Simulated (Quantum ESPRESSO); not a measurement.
Convergence test for Ga5Ni (I4/mcm, 12 atoms in the cell)

```xyz
12
Lattice="-3.1407 3.1407 4.7889 3.1407 -3.1407 4.7889 3.1407 3.1407 -4.7889" Properties=species:S:1:pos:R:3 pbc="T T T"
Ga     0.0000     0.0000     0.0000
Ga     0.0000     0.0000     4.7889
Ga     4.0851     0.9444    -1.3718
Ga    -0.9444     2.1964     6.1607
Ga     2.1964     0.9444     3.4170
Ga     0.9444     2.1964     1.3718
Ga    -0.9444     2.1964     3.4170
Ga     4.0851     0.9444     1.3718
Ga     0.9444     2.1964    -1.3718
Ga     2.1964     0.9444     6.1607
Ni     0.0000     0.0000     7.1833
Ni     0.0000     0.0000     2.3944
```

Method: LDA (PZ), PSlibrary PAW (LDA) pseudopotentials (plane waves; Quantum ESPRESSO).

The starting cell comes from a database of computed structures (which also holds hypothetical and non-ambient phases and stackings), without a prior relaxation at this level. Spin polarisation is off. In the base run, with a pressure of about -4 GPa the cell is away from its equilibrium volume at this level.

Held fixed: occupations = smearing; smearing = marzari-vanderbilt; degauss = 0.0036749 Ry; potentials = {Ga: Ga.pz-dn-kjpaw_psl.1.0.0.UPF, Ni: Ni.pz-n-kjpaw_psl.1.0.0.UPF}; K_POINTS = automatic 4 4 4 1 1 1; conv_thr = 1e-09 Ry. Moved along with it: ecutrho.

ΔF is the free energy per atom less that of the last row (70 Ry).

```json
[
 {"ecutwfc": "28 Ry", "ΔF (meV/atom)": "528.3", "pressure (GPa)": "-5.50", "largest force (eV/Å)": "0.177", "plane waves": "3200", "iterations": "11"},
 {"ecutwfc": "35 Ry", "ΔF (meV/atom)": "286.3", "pressure (GPa)": "-3.54", "largest force (eV/Å)": "0.135", "plane waves": "4473", "iterations": "13"},
 {"ecutwfc": "42 Ry", "ΔF (meV/atom)": "88.6", "pressure (GPa)": "-8.06", "largest force (eV/Å)": "0.100", "plane waves": "5903", "iterations": "17"},
 {"ecutwfc": "49 Ry", "ΔF (meV/atom)": "17.5", "pressure (GPa)": "-4.23", "largest force (eV/Å)": "0.092", "plane waves": "7412", "iterations": "18"},
 {"ecutwfc": "70 Ry", "ΔF (meV/atom)": "0.00", "pressure (GPa)": "-4.01", "largest force (eV/Å)": "0.093", "plane waves": "12628", "iterations": "22"}
]
```

Largest force within 0.01 eV/Å of the last row: from ecutwfc = 42 Ry on; the one before it is off by 0.043 eV/Å. The value it settles on is 0.093 eV/Å at this level of theory and with the other settings as held.
